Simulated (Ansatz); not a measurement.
The reference is TeO2 in the fluorite structure (space group Fm-3m, No. 225; a = 5.3234 Å; a hypothetical phase, not in the database extracts checked).

One thing is altered: cell and atoms relaxed at a pressure of 1.8 GPa.

Levels (all Ansatz, a program for electronic structure, PAW, earlier PAW set): PBEsol (420 eV, no SOC); r2SCAN (500 eV, spin-orbit coupling left out).

The geometry is relaxed with PBEsol.

| Item | Result |
|---|---|
| PBEsol lowest conduction level above the VBM at special points | X 1.21 eV; Γ 1.72 eV; U 3.07 eV; K 3.07 eV |
| PBEsol hole mass | 1.0 mₑ along k, 0.88 mₑ across (at L) |
| PBEsol pressure | 1.80 GPa |

Task: Predict the lowest conduction level above the VBM at special points, hole mass and pressure from r2SCAN.

Result: The lowest conduction level above the VBM at special points becomes X 1.50 eV; Γ 1.99 eV; U 3.36 eV; K 3.36 eV (PBEsol: X 1.21 eV; Γ 1.72 eV; U 3.07 eV; K 3.07 eV); the hole mass goes from 1.0 mₑ along k, 0.88 mₑ across (at L) to 0.83 mₑ along k, 1.2 mₑ across (at L); the pressure grows by 1.16 GPa to 2.96 GPa.

Single points use the geometry relaxed with PBEsol. Their cutoffs differ, which shifts pressures a little. Spin-orbit coupling, missing from the scalar runs, can matter with Te. The levels and masses belong to the bands next to the band gap. Load acts through the strain it causes; cell and atoms are relaxed under it. Masses are band curvatures over ±0.01 Å⁻¹ around the edge. Along k means along the line from Γ to the band edge. No phonon test of stability was made.
